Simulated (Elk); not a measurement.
Worked example: self-consistent single point of MgRh (Pm-3m, 2 atoms in the cell) in Elk.

Method: PBEsol, all-electron FP-LAPW, Elk's shipped species files, default APW+lo basis run with Elk.

```
MgRh
1.0
    3.08685     0.00000     0.00000
    0.00000     3.08685     0.00000
    0.00000     0.00000     3.08685
Mg Rh
1 1
Direct
  0.00000   0.00000   0.00000
  0.50000   0.50000   0.50000
```

Reference input (self-consistent single point, DFT, LDA (PW92), all-electron FP-LAPW, Elk's shipped species files, default APW+lo basis): stype = 0; swidth = 0.00734986 Ha; ngridk = 13 13 13; rmtscf = 0.99; maxscl = 100. This run's input differs from it in these lines:

```diff
@@ -2,2 +2,5 @@
   0
+
+xctype
+  22
```

Log, with long lists cut:

```
│ Self-consistent loop started │
│ Loop number : 1 │
 total energy                :     -4976.79405231
│ Loop number : 2 │
 total energy                :     -4977.22508214
RMS change in Kohn-Sham potential (target) :   0.6346092555     (  0.1000000000E-05)
Absolute change in total energy (target)   :   0.4310298254     (  0.1000000000E-03)
│ Loop number : 3 │
 total energy                :     -4976.75007499
RMS change in Kohn-Sham potential (target) :   0.6251375694     (  0.1000000000E-05)
Absolute change in total energy (target)   :   0.3672496859     (  0.1000000000E-03)
│ Loop number : 4 │
   [... lines left out ...]
Absolute change in total energy (target)   :   0.1527138272E-02 (  0.1000000000E-03)
│ Loop number : 13 │
 total energy                :     -4982.90060051
RMS change in Kohn-Sham potential (target) :   0.2510731803E-05 (  0.1000000000E-05)
Absolute change in total energy (target)   :   0.3643455093E-03 (  0.1000000000E-03)
│ Loop number : 14 │
 total energy                :     -4982.90050821
RMS change in Kohn-Sham potential (target) :   0.2504209322E-06 (  0.1000000000E-05)
Absolute change in total energy (target)   :   0.1207704372E-05 (  0.1000000000E-03)
Convergence targets achieved

│ Loop number : 15 │

Energies :
 Fermi                       :     0.245187303126
 total energy                :     -4982.90049460

Density of states at Fermi energy :    36.18728045
 (states/Hartree/unit cell)

Estimated indirect band gap :   0.1909789101E-02
 from k-point     82 to k-point     73
Estimated direct band gap   :   0.1164630954E-01
 at k-point     82

Charges :
 core                        :    30.00000000
 valence                     :    27.00000000
 interstitial                :    2.289481585
 muffin-tins (core leakage)
  species :    1 (Mg)
   atom    1                 :    10.63781506     (   0.000000000    )
  species :    2 (Rh)
   atom    1                 :    44.07270336     (  0.1447897091E-07)
 total in muffin-tins        :    54.71051842
 total calculated charge     :    56.99708836
 total charge                :    57.00000000
 error                       :   0.2911637312E-02

│ Self-consistent loop stopped │
```

The run converged in 15 iterations. The count includes the last loop, which Elk runs after its targets are met. 

The starting cell comes from a database of computed structures (which also holds hypothetical and non-ambient phases and stackings), without a prior relaxation at this level. Spin polarisation is off. Values depend on the basis (sphere radii, cutoffs, local orbitals), which need not be converged. The log's line on a gap gives a spacing of levels on this mesh, which the program prints for metals too.
